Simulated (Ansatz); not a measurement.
# Effect of H interstitial (started 2.23 Å from the nearest host atom) on AlP

Base system: a 16-atom supercell of AlP in the zinc blende structure (space group F-43m, No. 216; a = 5.4705 Å) at its relaxed geometry.

Modification: one H atom is added in an open site, starting 2.23 Å from the nearest host atom, atoms relaxed at fixed cell, starting from a slightly rattled geometry.

Calculations: PBEsol/PAW in Ansatz (a first-principles code), spin-orbit coupling left out. Settings: 4×4×4 k-points, 0.01 eV Fermi–Dirac smearing.

```csv
quantity,base,changed,shift
pressure,0.0 GPa,0.1 GPa,+0.1 GPa
largest displacement of a host atom from its site in the perfect cell,–,0.06 Å,–
final site of the added atom,–,1 Al at 2.03 Å,–
```

Cost of the whole job for the changed cell (relaxation, final SCF and bands): around 20 core-minutes (rough).

The magnetic state is the one reached from the starting moments; the real material's order can differ, and small cells can't hold many antiferromagnetic ones. In so small a cell the defect repeats every few ångströms: this is an ordered compound, not a dilute defect. A case with no gap was solved on a k-mesh chosen for an insulator, which is coarse for it. Seeded moments were not kept for H interstitial (started 2.23 Å from the nearest host atom). The defect cell is spin-polarised and ends with 0.0 μB.
